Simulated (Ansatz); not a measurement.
For GaP (model structure, started from the BN type, Pm-3n, No. 223, 12 atoms in the cell), PBE-D3(BJ) (Ansatz, a program for electronic structure, plane waves, PAW) gives:

| Quantity | Result |
|---|---|
| lattice constant a | 6.725 Å |
| cohesive energy | 3.55 eV/atom |

Question: What does r²SCAN (PAW; Ansatz) give for the same quantities?

Answer: 
- lattice constant a: 6.718 Å (falls by 0.1 %)
- cohesive energy: 3.42 eV/atom (decreases by 0.13 eV/atom)

Changes are worked out from the printed values.

Unless a cell is named, each level is at its own relaxed cell (PBE-D3(BJ) 25.34, r²SCAN 25.27 Å³/atom).

Ansatz's density-functional and Hartree–Fock values are scalar-relativistic unless marked +SOC, with PAW data made under PBE.

A model structure was made by putting elements into a prototype or built by hand; it is no filed structure, need not be a known phase, and can be a saddle point held by its symmetry.
